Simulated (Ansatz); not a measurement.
CaC6 (R-3m, No. 166, 7 atoms in the cell) was calculated with LDA in Ansatz (PAW).

Run with plane-wave cutoff 520 eV, 16×16×16 k mesh, Fermi–Dirac smearing 0.05 eV, scalar-relativistic PAW data made under PBE.

Equation-of-state points:

```csv
V (Å³/atom),E − E_lowest (meV/atom),P (GPa)
9.567,7.03,5.94
9.766,1.67,2.76
9.965,0.00,0.00
10.165,1.50,-2.35
10.364,5.72,-4.37
```

Estimate the bulk modulus from the pressures at 9.766 and 10.165 Å³/atom, and compare it with a fit to all energies.

B = −V dP/dV. Between V = 9.766 and 10.165 Å³/atom, dP/dV = (-2.35 − (2.76))/(10.165 − 9.766) = -12.8 GPa per Å³/atom; at the midpoint 9.965 Å³/atom this gives B ≈ 128 GPa. The third-order Birch–Murnaghan fit gives V0 = 9.965 Å³/atom, B0 = 127 GPa, B′ = 6.7, which lies within 1 % of that estimate.

Shape and atoms are relaxed at each volume.

Note: the relaxation could not lower the start's symmetry, so the cell can be a saddle point above a distorted one; the bulk modulus comes from volumes at which shape and atoms were relaxed.

Static lattice: no zero-point or thermal effects.

It cost around 23 core-minutes (rough) of CPU time.

Ansatz is a quantum-chemistry and plane-wave program.
